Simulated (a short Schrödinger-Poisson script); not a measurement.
Solved with a short Schrödinger-Poisson script written for these runs: 1D Poisson equation in equilibrium, electrons quantum, Hartree plus LDA exchange-correlation (BenDaniel-Duke, 40 states a valley, the channel's in-plane mass for all, wave functions free to enter the barrier), parabolic valleys, classical holes, donors ionised by Fermi statistics, acceptors fully, no traps, pinning or gate leakage.

Structure: gated Al0.2Ga0.8As/GaAs modulation-doped gas, at 77 K.

From the gate side: 10 nm Al0.2Ga0.8As; 40 nm Al0.2Ga0.8As, donors 1.3e18 cm⁻³; 3 nm Al0.2Ga0.8As; 6000 nm GaAs, acceptors 1e14 cm⁻³.

The device is made up for the run: typed textbook-type constants, with dimensions and the other settings drawn at random. Al0.2Ga0.8As: permittivity 12.33, conduction-band edge (eV) 0.158, gap (eV) 1.673, electron mass (mₑ) 0.0836, Nv at 300 K (cm⁻³) 9e18. GaAs: permittivity 12.9, conduction-band edge (eV) 0, gap (eV) 1.424, Nv at 300 K (cm⁻³) 9e18.

Channel valleys (confinement mass, in-plane density-of-states mass, number): Γ 0.067, 0.067, 1. At the gate the conduction-band edge of layer 1 lies 0.91 eV − eVg above the Fermi level of the channel; the field vanishes at the back. Donor level 0.02 eV below the band edge. The barrier under the gate holds no holes. Gaps are held at their typed values at every temperature. Mesh 0.08 nm at interfaces.

Task: Give the sheet density of all electrons at Vg = -1 V (cm⁻²); the gate voltage at 1e11 electrons/cm² (V); the centroid of the channel electrons at Vg = 0.5 V (nm).

Result: sheet density of all electrons at Vg = -1 V (cm⁻²): 5.62e11; gate voltage at 1e11 electrons/cm² (V): -1.39; centroid of the channel electrons at Vg = 0.5 V (nm): 7.06.
